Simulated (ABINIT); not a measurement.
**Short convergence ladders for BePd (P4mm, 2 atoms in the cell)**

```
BePd
1.0
    2.80321     0.00000     0.00000
    0.00000     2.80321     0.00000
    0.00000     0.00000     2.80321
Be Pd
1 1
Direct
  0.00000   0.00000   0.01784
  0.50000   0.50000   0.50000
```

Base method: PBEsol, PAW (JTH v2.0 PBE PAW, files made for PBE) (plane waves; ABINIT 10.0.3).

Base settings: pseudos = [Be.GGA_PBE-JTH.xml, Pd.GGA_PBE-JTH.xml]; ecut = 24 Ha; pawecutdg = 48 Ha; ixc = -116133; occopt = 3; tsmear = 0.1 eV; ngkpt = 5 5 5; nshiftk = 1; shiftk = 0 0 0; potentials = JTH v2.0 PBE PAW.

The count of work is k-points × plane waves × bands × iterations; it is no time. 

**Shifted k-point meshes**

In this ladder: shiftk = 0.5 0.5 0.5.

Only quantities that move along the ladder and can be compared are tabulated.

These are the values that this program gave, and no reference: the one-centre exchange-correlation terms come from a truncated expansion.

| ngkpt | free energy less the last step's (meV/atom) | pressure (GPa) | largest difference of a force vector from the last step's (eV/Å) | count of work / last |
|---|---|---|---|---|
| 2 2 2 | -1127.77 | -21.27 | 0.065 | 0.0046 |
| 4 4 4 | -0.24 | -1.35 | 0.042 | 0.031 |
| 6 6 6 | 14.63 | -1.32 | 0.003 | 0.088 |
| 8 8 8 | 4.06 | -1.30 | 0.002 | 0.17 |
| 14 14 14 | 0.00 | -1.07 | 0.000 | 1.0 |

Coarsest ngkpt that holds the forces within 0.02 eV/Å of the last step, with all finer ones: 6 6 6, at 0.088 of the last step's count of work; the step before is off by 0.042 eV/Å.

Coarsest ngkpt that holds the pressure within 1 GPa of the last step, with all finer ones: 4 4 4, at 0.031 of the last step's count of work; the step before is off by 20 GPa.

Coarsest ngkpt that holds the free energy within 5 meV/atom: not settled: the last two steps still differ by 4.1 meV/atom, over half the tolerance, so the ladder does not show it.

Two neighbours can agree and both be off: 4 4 4 and 6 6 6 differ by 0.03 GPa in the pressure, yet lie about 0.26 GPa from the last step.

**The k-point mesh at a smearing width of 0.3 eV**

In this ladder: tsmear = 0.3 eV.

Only quantities that move along the ladder and can be compared are tabulated.

These are the values that this program gave, and no reference: the one-centre exchange-correlation terms come from a truncated expansion.

```csv
ngkpt,free energy less the last step's (meV/atom),pressure (GPa),largest difference of a force vector from the last step's (eV/Å),count of work / last
4 4 4,46.85,1.18,0.014,0.092
6 6 6,6.22,-0.28,0.000,0.19
9 9 9,0.34,-0.56,0.000,0.44
13 13 13,0.00,-0.55,0.000,1.0
```

Coarsest ngkpt that holds the forces within 0.01 eV/Å of the last step, with all finer ones: 6 6 6, at 0.19 of the last step's count of work; the step before is off by 0.014 eV/Å.

Coarsest ngkpt that holds the pressure within 1 GPa of the last step, with all finer ones: 6 6 6, at 0.19 of the last step's count of work; the step before is off by 1.7 GPa.

Coarsest ngkpt that holds the free energy within 2 meV/atom of the last step, with all finer ones: 9 9 9, at 0.44 of the last step's count of work; the step before is off by 6.2 meV/atom.

**The setting tolerance**

The mesh stays at the base's, so the ladder's end is converged at best in this setting alone.

Only quantities that move along the ladder and can be compared are tabulated.

These are the values that this program gave, and no reference: the one-centre exchange-correlation terms come from a truncated expansion.

| toldfe | free energy less the last step's (meV/atom) | pressure (GPa) | largest difference of a force vector from the last step's (eV/Å) |
|---|---|---|---|
| 0.0001 Ha | -5.34 | -12.19 | 0.053 |
| 1e-06 Ha | 0.00 | -1.65 | 0.016 |
| 1e-08 Ha | 0.00 | -1.93 | 0.000 |
| 1e-09 Ha | 0.00 | -1.92 | 0.000 |

Coarsest toldfe that holds the forces within 0.02 eV/Å of the last step, with all finer ones: 1e-06 Ha; the step before is off by 0.053 eV/Å.

Coarsest toldfe that holds the free energy within 1 meV/atom of the last step, with all finer ones: 1e-06 Ha; the step before is off by 5.3 meV/atom.

Coarsest toldfe that holds the pressure within 0.5 GPa of the last step, with all finer ones: 1e-06 Ha; the step before is off by 10 GPa.

On the base run: the starting cell comes from a database of computed structures (which also holds hypothetical and non-ambient phases and stackings), without a prior relaxation at this level. Its lattice was rescaled by up to half a per cent. One atom was moved a little off its site on purpose. Spin polarisation is off. The potentials were made for another functional than the one used. Without a gap this mesh is coarse (it stands for a supercell whose shortest vector is 14 Å).

Left out of this page: 1 run of the series with a known weakness of the program.
